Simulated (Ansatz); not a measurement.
Results of LDA in Ansatz (PAW) for Cu3Si (I4/mmm, No. 139, 4 atoms in the cell; start mp-972828).

Settings: plane-wave cutoff 520 eV, 22×22×22 k mesh, Fermi–Dirac smearing 0.05 eV, no spin polarisation, scalar-relativistic PAW data made under PBE.

Cell (relaxed at this level):

```cif
data_Cu6Si2
_chemical_formula_sum 'Si2 Cu6'
_space_group_name_H-M_alt 'I4/mmm'
_space_group_IT_number 139
_space_group_name_Hall '-I 4 2'
_cell_length_a 3.54775
_cell_length_b 3.54775
_cell_length_c 7.07737
_cell_angle_alpha 90.000
_cell_angle_beta 90.000
_cell_angle_gamma 90.000
loop_
_atom_site_label
_atom_site_type_symbol
_atom_site_symmetry_multiplicity
_atom_site_Wyckoff_symbol
_atom_site_fract_x
_atom_site_fract_y
_atom_site_fract_z
_atom_site_occupancy
Si1 Si 2 a 0.00000 0.00000 0.00000 1
Cu1 Cu 4 d 0.00000 0.50000 0.25000 1
Cu2 Cu 2 b 0.00000 0.00000 0.50000 1
```
(The calculation used a cell of 4 atoms; values per cell refer to that cell.)

Q: Predict the bulk modulus B0.

A: 
bulk modulus B0: 183 GPa

Note: the run has no spin polarisation, so it can have missed a magnetic state; the bulk modulus is −V dP/dV from two relaxed cells at ±2 % in volume; the relaxation could not lower the start's symmetry, so the cell can be a saddle point above a distorted one.

It cost around 5 core-minutes (rough) of CPU time.

A start named mp-… is a Materials Project structure, which need not be a measured phase.

Ansatz is a quantum-chemistry and plane-wave program.
